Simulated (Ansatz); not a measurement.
Start from YN in the rock salt structure (space group Fm-3m, No. 225).

```yaml
crystal:
  lattice:
    - [0.00000, 2.44783, 2.44783]
    - [2.44783, 0.00000, 2.44783]
    - [2.44783, 2.44783, 0.00000]
  atoms:
    - { symbol: N, position: [0.00000, 0.00000, 0.00000] }
    - { symbol: Y, position: [0.50000, 0.50000, 0.50000] }
```

Cartesian axes are those of the cell as printed.

Method: r2SCAN, PAW, 500 eV (Ansatz, a program for electronic structure; no spin-orbit coupling).

Strains are applied to the cell and any free atomic positions relax; under biaxial strain the out-of-plane vector relaxes too; under stress the whole cell relaxes.

One change was made to it. Results:

| quantity | base | after |
|---|---|---|
| smallest direct gap | 0.98 eV | 0.91 eV |
| energy relative to the base (free energy F) | 0 meV/atom | +3.4 meV/atom |
| volume per atom | 14.67 Å³ | 14.54 Å³ |

Q: What was done to the base?
A. uniaxial stress, 5 GPa compression along x
B. biaxial strain −2.59 %, plane normal [001], relaxed out of plane
C. isotropic strain −1.87 %

A: A, uniaxial stress, 5 GPa compression along x. For comparison, the energy relative to the base in the other runs: isotropic strain −1.87 % gives +26 meV/atom; biaxial strain −2.59 %, plane normal [001], relaxed out of plane gives +26 meV/atom.

Beyond what the load breaks, stability against distortions was not tested.
